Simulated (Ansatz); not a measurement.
Base system: GaN in the wurtzite structure (space group P6_3mc, No. 186; a = 3.1831 Å, c = 5.1836 Å). Axes: x lies along a and z along c of the hexagonal cell.

All numbers come from Kohn–Sham DFT with the r2SCAN functional, run in Ansatz (an electronic-structure program) with PAW and 500 eV plane waves, no spin-orbit coupling.

Strains are applied to the cell and any free atomic positions relax; under biaxial strain the out-of-plane vector relaxes too.

One change was made to it. Results:

The pressure (mean of the normal stresses, compression positive) goes from zero to -11.63 GPa; the volume per atom rises by 0.82 Å³, from 11.37 Å³ to 12.19 Å³; the electron mass goes from 0.17 mₑ along c, 0.19 mₑ across (at Γ) to 0.15 mₑ (at Γ).

What was done to the base?
A. strain tensor (xx, yy, zz, yz, xz, xy) = (+0.46, +0.57, −2.54, −0.72, +1.00, −0.52) %
B. isotropic strain +1.47 %
C. biaxial strain +4.69 %, plane normal [001], relaxed out of plane
D. strain tensor (xx, yy, zz, yz, xz, xy) = (+1.19, −0.37, +0.09, +0.14, −0.43, −0.82) %

C, biaxial strain +4.69 %, plane normal [001], relaxed out of plane. For comparison, the electron mass in the other runs: isotropic strain +1.47 % gives 0.15 mₑ along c, 0.17 mₑ across (at Γ); strain tensor (xx, yy, zz, yz, xz, xy) = (+0.46, +0.57, −2.54, −0.72, +1.00, −0.52) % gives 0.19 mₑ (at Γ); strain tensor (xx, yy, zz, yz, xz, xy) = (+1.19, −0.37, +0.09, +0.14, −0.43, −0.82) % gives 0.17 mₑ along z, 0.18 mₑ across (at Γ).

The levels and masses belong to the bands next to the band gap. Effective masses come from finite differences of ±0.01 Å⁻¹. No phonon test of stability was made.
